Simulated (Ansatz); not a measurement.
Consider the following.

```xyz
5
Lattice="5.3457 0.0000 0.0000 0.0000 5.3457 0.0000 0.0000 0.0000 5.3457" Properties=species:S:1:pos:R:3 pbc="T T T"
Ba     0.0000     2.6728     2.6728
Ba     2.6728     0.0000     2.6728
Ba     2.6728     2.6728     0.0000
As     0.0000     0.0000     0.0000
N      2.6728     2.6728     2.6728
```

The numbers are results of PBEsol with spin-orbit coupling, rigid bands (plane waves, PAW; Ansatz, a program for electronic structure), not measurements. Condition of this run: spin-orbit coupling switched on. How the cell was made: cell and atoms relaxed with PBEsol.

**Question.** Is this a good metal at this level?

**Answer.** No. No gap shows, but r2SCAN opens one on the same cell, so the missing gap may be the functional's error (that test had no spin-orbit coupling). N(E_F) = 0.28 states/eV a cell at 300 K and the Drude plasma energy along the best axis is 0.43 eV, several times under that of a simple or noble metal.

Computed structure with no diffraction record at hand here (it may be known, metastable or hypothetical): Ba3AsN (Pm-3m).
